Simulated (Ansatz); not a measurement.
The reference is ZnS in the zinc blende structure (space group F-43m, No. 216).

```yaml
crystal:
  lattice:
    - [0.00000, 2.64841, 2.64841]
    - [2.64841, 0.00000, 2.64841]
    - [2.64841, 2.64841, 0.00000]
  atoms:
    - { symbol: Zn, position: [0.00000, 0.00000, 0.00000] }
    - { symbol: S, position: [0.75000, 0.75000, 0.75000] }
```

Cartesian axes are those of the cell as printed.

Calculations: plane-wave PAW DFT at the LDA level (Ansatz, a quantum-chemistry and plane-wave program, 420 eV), no spin-orbit coupling.

Strains are applied to the cell and any free atomic positions relax.

One change was made to it. Results:

| quantity | base | after |
|---|---|---|
| energy relative to the base (free energy F) | 0 meV/atom | +0.7 meV/atom |
| pressure (mean of the normal stresses, compression positive) | -0.01 GPa | 0.88 GPa |
| band gap | 2.13 eV | 2.15 eV |

Question: Name the change that was made.
(A) uniaxial strain ε_zz = −0.50 %
(B) uniaxial strain ε_zz = −2.50 %
(C) uniaxial strain ε_zz = −1.00 %

Answer: C, uniaxial strain ε_zz = −1.00 %. For comparison, the pressure in the other runs: uniaxial strain ε_zz = −2.50 % gives 2.29 GPa; uniaxial strain ε_zz = −0.50 % gives 0.43 GPa.

Whether these cells are dynamically stable was not tested.
